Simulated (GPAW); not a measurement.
A user runs GPAW on VP₄ (C2/c, 10 atoms in the cell) and asks whether the run is sound. The aim is a self-consistent single point with DFT PBEsol, plane waves, GPAW PAW datasets PBEsol (made by gpaw-setup).

Cell that was meant: a = 6.2057 Å, b = 6.2057 Å, c = 5.9742 Å, α = 98.73°, β = 98.73°, γ = 128.86°.

Part of the input:

```python
from gpaw import GPAW, PW

atoms = Atoms(['V', 'V', 'P', 'P', 'P', 'P', 'P', 'P', 'P', 'P'],
              cell=[[1.417499, -2.962240, 0.000000],
                    [1.417499, 2.962240, 0.000000],
                    [-1.111703, 0.000000, 2.959473]],
              scaled_positions=[[0.063260, 0.936740, 0.250000],
                                [0.936740, 0.063260, 0.750000],
                                [0.948540, 0.501360, 0.310590],
                                [0.051460, 0.498640, 0.689410],
                                [0.498640, 0.051460, 0.189410],
                                [0.501360, 0.948540, 0.810590],
                                [0.635510, 0.813730, 0.322390],
                                [0.364490, 0.186270, 0.677610],
                                [0.186270, 0.364490, 0.177610],
                                [0.813730, 0.635510, 0.822390]],
              pbc=True)

calc = GPAW(mode=PW(850),
[...]
            nbands=-18,
            convergence={'forces': 0.001},
            symmetry={'symmorphic': False, 'tolerance': 0.0005},
            maxiter=60,
            txt='-')

atoms.calc = calc
```

Output (repeated stretches shortened):

```
Input parameters:
  convergence: {forces: 0.001}
  kpts: {gamma: True,
         size: (5, 5, 4)}
  maxiter: 60
  mode: {ecut: 850.0,
   [... lines left out ...]
   9 P      1.140043   -0.527930    2.433841    ( 0.0000,  0.0000,  0.0000)

Unit cell:
           periodic     x           y           z      points  spacing
  1. axis:    yes    1.417499   -2.962240    0.000000    24     0.1009
  2. axis:    yes    1.417499    2.962240    0.000000    24     0.1009
  3. axis:    yes   -1.111703    0.000000    2.959473    24     0.1233

  Lengths:   3.283926   3.283926   3.161386
  Angles:   98.730622  98.730622 128.855656

Effective grid spacing dv^(1/3) = 0.1216
     iter     time        total  log10-change:
                         energy   eigst   dens  force
iter:   1 --:--:--   635.591511
iter:   2 --:--:--   638.419025   -0.60  -0.80
iter:   3 --:--:--   641.874786   -0.30  -0.83
iter:   4 --:--:--   637.112325   -1.50  -1.16
iter:   5 --:--:--   639.864989   -0.50  -1.23
iter:   6 --:--:--   638.990340   -1.96  -1.41
iter:   7 --:--:--   637.469851   -1.33  -1.47
iter:   8 --:--:--   638.011266   -2.12  -1.88
iter:   9 --:--:--   638.008437   -2.58  -2.03
iter:  10 --:--:--   638.021504c  -3.37  -2.43
   [... lines left out ...]
iter:  20 --:--:--   638.045449c  -6.88  -3.86
iter:  21 --:--:--   638.045439c  -6.85  -3.93
iter:  22 --:--:--   638.045430c  -6.84  -4.00c
iter:  23 --:--:--   638.045447c  -6.68  -4.10c
iter:  24 --:--:--   638.045449c  -7.54c -4.45c
iter:  25 --:--:--   638.045450c  -7.64c -4.52c -2.11
iter:  26 --:--:--   638.045450c  -8.28c -4.72c -2.76
iter:  27 --:--:--   638.045450c  -8.32c -4.78c -2.65
iter:  28 --:--:--   638.045450c  -8.54c -4.89c -2.80
iter:  29 --:--:--   638.045450c  -8.85c -4.96c -2.61
iter:  30 --:--:--   638.045450c  -9.22c -5.03c -3.02c
Converged after 30 iterations.

Dipole moment: (-0.000000, 0.000000, 0.000000) |e|*Ang

Energy contributions relative to reference atoms: (reference = -125880.611025)

Kinetic:       +3553.206709
Potential:     -2353.367086
External:        +0.000000
XC:            -569.758563
Entropy (-ST):   -0.003770
Local:           +7.968160
SIC:             +0.000000
--------------------------
Free energy:   +638.045450
Extrapolated:  +638.045450

Showing only first 2 kpts
 Kpt  Band  Eigenvalues  Occupancy
  0    31     56.59230    2.00000
  0    32     57.01200    2.00000
  0    33     58.64230    0.00002
  0    34     61.25775    0.00000

  1    31     55.97721    2.00000
  1    32     59.07696    0.00000
  1    33     60.20039    0.00000
  1    34     61.82322    0.00000

   [... lines left out ...]
Fermi level: 58.29098
No gap
   [... lines left out ...]
  6 P    34.96024  -63.47151   36.28809
  7 P   -34.96024   63.47151  -36.28809
  8 P   -34.96024  -63.47151  -36.28809
  9 P    34.96024   63.47151   36.28809

Stress tensor:
   -48.996698     0.000000    -2.083734
     0.000000   -46.687999     0.000000
    -2.083734     0.000000   -41.704410
Stress (GPa, Voigt): [-7850.1364 -7480.2421 -6681.7831     0.      -333.8509     0.    ]
```

Question: Is this run sound? If not, what is wrong?

Answer: The run is not sound. The fault is this: cell numbers converted the wrong way (times 0.529). Bohr and ångström differ by a factor of 1.89; the cell that the program reads is then far too large or far too small. To fix it, give the lengths in the unit that the key or card expects. The run converged in 30 iterations without an error; against the sound input the free energy goes up by 70.6 eV/atom, the pressure goes from -8.99 to 7337 GPa and the largest force goes from 0.240 to 122.2 eV/Å.

An input that runs soundly differs in these lines (not the only fix; some lines may just follow from the change or write a value another way):
```diff
-              cell=[[1.417499, -2.962240, 0.000000],
-                    [1.417499, 2.962240, 0.000000],
-                    [-1.111703, 0.000000, 2.959473]],
-              scaled_positions=[[0.063260, 0.936740, 0.250000],
-                                [0.936740, 0.063260, 0.750000],
-                                [0.948540, 0.501360, 0.310590],
-                                [0.051460, 0.498640, 0.689410],
-                                [0.498640, 0.051460, 0.189410],
-                                [0.501360, 0.948540, 0.810590],
-                                [0.635510, 0.813730, 0.322390],
-                                [0.364490, 0.186270, 0.677610],
-                                [0.186270, 0.364490, 0.177610],
-                                [0.813730, 0.635510, 0.822390]],
+              cell=[[2.678684, -5.597822, 0.000000],
+                    [2.678684, 5.597822, 0.000000],
+                    [-2.100814, 0.000000, 5.592593]],
+              positions=[[2.153481, 4.889586, 1.398148],
+                         [1.103073, -4.889586, 4.194445],
+                         [3.231332, -2.503234, 1.737003],
+                         [0.025222, 2.503234, 3.855590],
+                         [1.075629, -2.503234, 1.059293],
+                         [2.180925, 2.503234, 4.533300],
+                         [3.204775, 0.997644, 1.802996],
+                         [0.051779, -0.997644, 3.789597],
+                         [1.102186, 0.997644, 0.993300],
+                         [2.154368, -0.997644, 4.599293]],
-            maxiter=60,
+            maxiter=100,
```

With that input, the run converged in 26 iterations: free energy E − TS (from the program's reference atoms) -67.9806 eV; Fermi level (on the code's own zero) 7.43 eV; pressure -8.99 GPa; largest force (vector length) 0.240 eV/Å (DFT PBEsol, plane waves, GPAW PAW datasets PBEsol (made by gpaw-setup)).

On the sound input: the starting cell comes from a database of computed structures (which also holds hypothetical and non-ambient phases and stackings), without a prior relaxation at this level. Its lattice was rescaled by a random factor within 2.5 % of one. Spin polarisation is off, so a magnetic state, if there is one, cannot be reached. With a pressure of about -9 GPa the cell is away from its equilibrium volume at this level.
